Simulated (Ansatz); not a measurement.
Consider the following.

```
CELL_PARAMETERS angstrom
      3.18968     0.00000     0.00000
      1.59484     2.76235     0.00000
      0.00000     0.00000     4.96987
ATOMIC_POSITIONS crystal
  Hf 0.66667 0.66667 0.75000
  Hf 0.33333 0.33333 0.25000
```

No spin polarisation.

Level of theory: PBEsol (Ansatz, a program for electronic structure; PAW; 420 eV plane waves; no spin-orbit coupling). k-mesh 21×21×12 (Γ-centred); smearing 0.1 eV (Fermi–Dirac).

Task: Predict the band gap and pressure.

Result: 
- Band gap: zero
- Pressure (mean of the normal stresses, compression positive): -1.4 GPa

The cells carry an imposed strain or load. No phonon test of stability was made. All final runs are without spin polarisation. The cell was made from Hf in the hcp (Mg type) structure (space group P6_3/mmc, No. 194) by this change: biaxial strain +1.00 %, plane normal [001], relaxed out of plane.
